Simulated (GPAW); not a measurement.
**GPAW run on LiF (Fm-3m, 2 atoms in the cell): self-consistent single point**

Computed with PBE, GPAW PAW datasets PBE (gpaw-data 1.0.1) (plane waves; GPAW 25.7.0).

Input as run:

```python
from ase import Atoms
from ase.units import GPa
from gpaw import GPAW, PW

atoms = Atoms(['Li', 'F'],
              cell=[[0.000000, 2.018031, 2.018031],
                    [2.018031, 0.000000, 2.018031],
                    [2.018031, 2.018031, 0.000000]],
              scaled_positions=[[0.000000, 0.000000, 0.000000],
                                [0.500000, 0.500000, 0.500000]],
              pbc=True)

calc = GPAW(mode=PW(950),
            xc='PBE',
            kpts=(9, 9, 9),
            occupations={'name': 'fixed-uniform'},
            nbands=-4,
            convergence={'density': 1e-05, 'bands': -2},
            symmetry={'symmorphic': False, 'tolerance': 0.0005},
            maxiter=120,
            txt='-')

atoms.calc = calc

energy = atoms.get_potential_energy()
print('Energy (eV):', round(energy, 6))
forces = atoms.get_forces()
print('Forces (eV/Ang):')
print(forces.round(5))
stress = atoms.get_stress()
print('Stress (GPa, Voigt):', (stress / GPa).round(4))
```

The program printed (abridged):

```
Input parameters:
  convergence: {bands: -2,
                density: 1e-05}
  kpts: [9 9 9]
  maxiter: 120
  mode: {ecut: 950.0,
         name: pw}
  nbands: -4
  occupations: {name: fixed-uniform}
  symmetry: {symmorphic: False,
             tolerance: 0.0005}
  xc: PBE

species:
  Li:
    name: Lithium
    Z: 3.0
    valence: 1
    core: 2
    charge: 0.0
    file: Li.PBE.gz

    # Using partial waves for Li as LCAO basis

  F:
    name: Fluorine
    Z: 9.0
    valence: 7
    core: 2
    charge: 0.0
    file: F.PBE.gz

    # Using partial waves for F as LCAO basis

Reference energy: -2916.868605  # eV

Spin-paired calculation

Convergence criteria:
 Maximum [total energy] change in last 3 cyles: 0.0005 eV / valence electron
 Maximum integral of absolute [dens]ity change: 1e-05 electrons / valence electron
 Maximum integral of absolute [eigenst]ate change: 4e-08 eV^2 / valence electron
 Maximum number of scf [iter]ations: 120

Symmetries present (total): 48
Symmetries with fractional translations: 0
729 k-points: 9 x 9 x 9 Monkhorst-Pack grid
35 k-points in the irreducible part of the Brillouin zone
       k-points in crystal coordinates                weights
   0:     0.00000000    0.00000000    0.00000000          1/729
   1:     0.11111111    0.11111111    0.00000000          6/729
   2:     0.11111111    0.11111111    0.11111111          8/729
   [... 7 lines left out ...]
          ...
  34:     0.44444444    0.44444444    0.44444444          8/729

Wave functions: Plane wave expansion
  Cutoff energy: 950.000 eV
  Number of coefficients (min, max): 1067, 1113
  Pulay-stress correction: 0.000000 eV/Ang^3 (de/decut=0.000000)

Occupation numbers: # Uniform distribution of occupation numbers

Eigensolver

Densities:
  Coarse grid: 21*21*21 grid
  Fine grid: 42*42*42 grid
  Total Charge: 0.000000

Density mixing:
  Method: separate
  Backend: pulay
  Linear mixing parameter: 0.05
  old densities: 5
  Damping of long wavelength oscillations: 50

Hamiltonian:
  XC and Coulomb potentials evaluated on a 42*42*42 grid
  External potential:
    NoExternalPotential

XC parameters: PBE with 2 nearest neighbor stencil

Number of atoms: 2
Number of atomic orbitals: 8
Number of bands in calculation: 8
Number of valence electrons: 8
Bands to converge: 6

Density initialized from atomic densities
  8 bands from LCAO basis set

Atomic positions and initial magnetic moments

Positions:
   0 Li     0.000000    0.000000    0.000000    ( 0.0000,  0.0000,  0.0000)
   1 F      2.018031    2.018031    2.018031    ( 0.0000,  0.0000,  0.0000)

Unit cell:
           periodic     x           y           z      points  spacing
  1. axis:    yes    0.000000    2.018031    2.018031    21     0.1110
  2. axis:    yes    2.018031    0.000000    2.018031    21     0.1110
  3. axis:    yes    2.018031    2.018031    0.000000    21     0.1110

  Lengths:   2.853927   2.853927   2.853927
  Angles:   60.000000  60.000000  60.000000

Effective grid spacing dv^(1/3) = 0.1211

     iter     time        total  log10-change:
                         energy   eigst   dens
iter:   1 --:--:--    -9.794684   +1.05
iter:   2 --:--:--    -9.740588   +0.31  -1.13
iter:   3 --:--:--    -9.588589   -0.19  -1.17
iter:   4 --:--:--    -9.618108   -0.71  -1.38
iter:   5 --:--:--    -9.598532   -1.49  -1.69
iter:   6 --:--:--    -9.598716   -2.42  -2.68
iter:   7 --:--:--    -9.598988c  -3.15  -2.58
iter:   8 --:--:--    -9.598494c  -3.18  -2.62
iter:   9 --:--:--    -9.598494c  -4.72  -3.88
iter:  10 --:--:--    -9.598495c  -5.63  -3.90
iter:  11 --:--:--    -9.598494c  -6.42  -3.82
iter:  12 --:--:--    -9.598495c  -6.99  -3.83
iter:  13 --:--:--    -9.598493c  -5.86  -3.89
iter:  14 --:--:--    -9.598493c  -6.46  -4.11
iter:  15 --:--:--    -9.598494c  -7.02  -4.13
iter:  16 --:--:--    -9.598494c  -7.50c -4.40
iter:  17 --:--:--    -9.598494c  -7.26  -4.42
iter:  18 --:--:--    -9.598494c  -7.19  -4.56
iter:  19 --:--:--    -9.598494c  -8.03c -4.78
iter:  20 --:--:--    -9.598494c  -2.17  -4.89
iter:  21 --:--:--    -9.598494c  -1.71  -4.90
iter:  22 --:--:--    -9.598494c  -3.64  -4.99
iter:  23 --:--:--    -9.598494c  -5.09  -4.98
iter:  24 --:--:--    -9.598494c  -5.85  -5.00
iter:  25 --:--:--    -9.598494c  -6.33  -4.99
iter:  26 --:--:--    -9.598494c  -6.61  -4.99
iter:  27 --:--:--    -9.598494c  -1.69  -5.19c
iter:  28 --:--:--    -9.598494c  -1.84  -5.35c
iter:  29 --:--:--    -9.598494c  -2.55  -5.38c
iter:  30 --:--:--    -9.598494c  -3.23  -5.44c
iter:  31 --:--:--    -9.598494c  -3.66  -5.74c
iter:  32 --:--:--    -9.598494c  -4.24  -5.52c
iter:  33 --:--:--    -9.598494c  -5.15  -6.13c
iter:  34 --:--:--    -9.598494c  -5.57  -6.18c
iter:  35 --:--:--    -9.598494c  -6.26  -6.20c
iter:  36 --:--:--    -9.598494c  -6.95  -6.24c
iter:  37 --:--:--    -9.598494c  -7.55c -6.20c

Converged after 37 iterations.

Dipole moment: (-0.000000, -0.000000, -0.000000) |e|*Ang

Energy contributions relative to reference atoms: (reference = -2916.868605)

Kinetic:        +11.140349
Potential:      -10.841615
External:        +0.000000
XC:              -9.914494
Entropy (-ST):   +0.000000
Local:           +0.017266
SIC:             +0.000000
--------------------------
Free energy:     -9.598494
Extrapolated:    -9.598494

Showing only first 2 kpts
 Kpt  Band  Eigenvalues  Occupancy
  0     2     -0.71766    2.00000
  0     3     -0.71766    2.00000
  0     4      8.30337    0.00000
  0     5     23.40323    0.00000

  1     2     -0.83739    2.00000
  1     3     -0.83739    2.00000
  1     4      8.81136    0.00000
  1     5     21.33096    0.00000

Fermi level: 3.79286

Gap: 9.021 eV
Transition (v -> c):
  (s=0, k=0, n=3, [0.00, 0.00, 0.00]) -> (s=0, k=0, n=4, [0.00, 0.00, 0.00])
No difference between direct/indirect transitions
Energy (eV): -9.598494

Forces in eV/Ang:
  0 Li   -0.00000   -0.00000   -0.00000
  1 F     0.00000    0.00000   -0.00000

Stress tensor:
    -0.010876     0.000000    -0.000000
     0.000000    -0.010876    -0.000000
    -0.000000    -0.000000    -0.010876
Stress (GPa, Voigt): [-1.7426 -1.7426 -1.7426 -0.     -0.      0.    ]
```

The run converged in 37 iterations. GPAW prints stress with tension positive.

At such cutoffs GPAW's stress carries a finite-basis (Pulay) error, which enters relaxed cells too; its log prints stress with tension positive.

The starting cell comes from a database of computed structures (which also holds hypothetical and non-ambient phases and stackings), without a prior relaxation at this level. Its lattice was rescaled by a random factor within 2.5 % of one.
